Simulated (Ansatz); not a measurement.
The starting structures come from a database of crystals and need not be the phases stable at ambient conditions.

**Evanescent states of CsMgBr$_{3}$ (P6_3/mmc, not sure to be the ambient phase, 10 atoms a cell, 33.0 Å³ an atom) along the normal of (100)**

The numbers are results of r2SCAN (plane waves, PAW; Ansatz, a first-principles code), not measurements.

The gap is the functional's own. No spin-orbit coupling. Mid-gap values are interpolated on the energy grid.

Energies count from the valence-band top; κ is the least over a 6×4 mesh across the current.

```tsv
E (eV)	κ (1/Å)	where
0.12	0.174	Γ
0.34	0.234	Γ
0.57	0.262	Γ
0.81	0.283	Γ
1.03	0.299	Γ
1.26	…	Γ
1.50	…	Γ
1.73	…	Γ
1.96	…	Γ
2.19	…	Γ
2.42	…	Γ
2.65	…	Γ
2.88	…	Γ
3.10	…	Γ
3.33	…	Γ
3.56	…	Γ
3.79	…	Γ
4.03	0.248	Γ
4.25	0.222	Γ
4.49	0.187	Γ
4.71	0.138	Γ
4.95	0.030	Γ
```

Q: Fill in the missing entries.

A: 
- 1.26, κ (1/Å): 0.310
- 1.50, κ (1/Å): 0.319
- 1.73, κ (1/Å): 0.325
- 1.96, κ (1/Å): 0.328
- 2.19, κ (1/Å): 0.329
- 2.42, κ (1/Å): 0.328
- 2.65, κ (1/Å): 0.324
- 2.88, κ (1/Å): 0.318
- 3.10, κ (1/Å): 0.310
- 3.33, κ (1/Å): 0.300
- 3.56, κ (1/Å): 0.286
- 3.79, κ (1/Å): 0.269
